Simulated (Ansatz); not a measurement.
**Parameter sweep on MgSc2O4 (Fd-3m, 14 atoms in the cell)**

```cif
data_Mg8O32Sc16
_chemical_formula_sum 'Sc16 Mg8 O32'
_space_group_name_H-M_alt 'Fd-3m :1'
_space_group_IT_number 227
_space_group_name_Hall 'F 4d 2 3 -1d'
_cell_length_a 8.58092
_cell_length_b 8.58092
_cell_length_c 8.58092
_cell_angle_alpha 90.000
_cell_angle_beta 90.000
_cell_angle_gamma 90.000
loop_
_atom_site_label
_atom_site_type_symbol
_atom_site_symmetry_multiplicity
_atom_site_Wyckoff_symbol
_atom_site_fract_x
_atom_site_fract_y
_atom_site_fract_z
_atom_site_occupancy
Sc1 Sc 16 d 0.62500 0.62500 0.62500 1
Mg1 Mg 8 a 0.00000 0.00000 0.00000 1
O1 O 32 e 0.38740 0.38740 0.38740 1
```
(The calculation used a cell of 14 atoms; values per cell refer to that cell.)

Base run A: Ansatz (a quantum-chemistry and plane-wave program) with LDA (PW92), default PAW files made with PBE, self-consistent single point.

Its settings: basis.ecutwfc = 420 eV; kpoints.mp_grid.grid = 7 7 7; hamiltonian.xc = lda; hamiltonian.pseudopotentials = {kind: paw} (the program's default PAW files); scf.occupations.method = cold; scf.occupations.width = 0.05 eV.

The starting cell was generated: these elements placed on a structure prototype, without a prior relaxation; it need not be a known phase or ordering of this composition. In the base run, with a pressure of about 7 GPa the cell is away from its equilibrium volume at this level. In the base run, forces exceed 1 eV/Å. Ansatz's pressure includes its estimate of the finite-basis (Pulay) stress.

Run A gave: pressure (GPa) 6.81; largest force (eV/Å) 1.389; gap on the mesh (eV) 4.057.

Runs:
- B: hamiltonian.xc: lda → pbe [PBE]
- C: hamiltonian.xc: lda → pbesol [PBEsol]
- D: hamiltonian.xc: lda → rpbe [RPBE]
- E: hamiltonian.xc: lda → revpbe [revPBE]
- F: hamiltonian.xc: lda → blyp [BLYP]
- G: basis.ecutwfc: 420 eV → 500 eV; hamiltonian.xc: lda → r2scan [r2SCAN]

Problem. What does run B change against A?

Solution. The pressure goes from 6.81 to 17.79 GPa, the largest force goes from 1.389 to 1.806 eV/Å and the gap on the mesh goes from 4.057 to 4.213 eV.

Problem. What does run D change against A?

Solution. The pressure goes from 6.81 to 22.25 GPa, the largest force goes from 1.389 to 1.930 eV/Å and the gap on the mesh goes from 4.057 to 4.289 eV.

```json
[
 {"run": "A", "pressure (GPa)": "6.81", "largest force (eV/Å)": "1.389", "gap on the mesh (eV)": "4.057"},
 {"run": "B", "pressure (GPa)": "17.79", "largest force (eV/Å)": "1.806", "gap on the mesh (eV)": "4.213"},
 {"run": "C", "pressure (GPa)": "12.27", "largest force (eV/Å)": "1.539", "gap on the mesh (eV)": "4.134"},
 {"run": "D", "pressure (GPa)": "22.25", "largest force (eV/Å)": "1.930", "gap on the mesh (eV)": "4.289"},
 {"run": "E", "pressure (GPa)": "21.12", "largest force (eV/Å)": "1.887", "gap on the mesh (eV)": "4.269"},
 {"run": "F", "pressure (GPa)": "21.97", "largest force (eV/Å)": "2.049", "gap on the mesh (eV)": "4.235"},
 {"run": "G", "pressure (GPa)": "14.80", "largest force (eV/Å)": "1.805", "gap on the mesh (eV)": "4.773"}
]
```

Keys are those of Ansatz 0.2.
